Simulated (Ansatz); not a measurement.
# Hypothetical rock salt PdGe: Pd → Fe

Take PdGe in the rock salt structure (space group Fm-3m, No. 225; a = 5.168 Å; a hypothetical phase, not in the database extracts checked) as the base.

It is then changed as follows: full substitution Pd → Fe; the structure is relaxed again.

Method: Ansatz (a quantum-chemistry and plane-wave program), r2SCAN, PAW, cutoff 500 eV, no spin-orbit coupling, earlier PAW set. Settings: 16×16×16 k-points, 0.05 eV Fermi–Dirac smearing.

| quantity | base | changed | shift |
|---|---|---|---|
| volume per atom | 17.25 Å³ | 15.83 Å³ | -1.426 Å³ |
| density | 8.62 g/cm³ | 6.74 g/cm³ | -1.88 g/cm³ |
| lattice parameter a | 5.168 Å | 5.022 Å | -0.146 Å |
| space group | Fm-3m (No. 225) | Fm-3m (No. 225) | – |
| shortest interatomic distance | 2.584 Å | 2.511 Å | -0.073 Å |
| band gap | zero | zero | – |
| magnetic state | not spin-polarised | ferromagnetic | – |
| largest site moment | 0.00 μB | 2.97 μB | +2.97 μB |

Final structure:

```xyz
2
Lattice="0.0000 2.5108 2.5108 2.5108 0.0000 2.5108 2.5108 2.5108 0.0000" Properties=species:S:1:pos:R:3 pbc="T T T"
Ge     0.0000     0.0000     0.0000
Fe     2.5108     2.5108     2.5108
```

The magnetic state is the one reached from the starting moments; the real material's order can differ, and small cells can't hold many antiferromagnetic ones. Whether these cells are dynamically stable was not tested. As relaxed here, FeGe is a hypothetical phase, not in the database extracts checked. Spin-polarised in the final run: FeGe; the other runs are not.
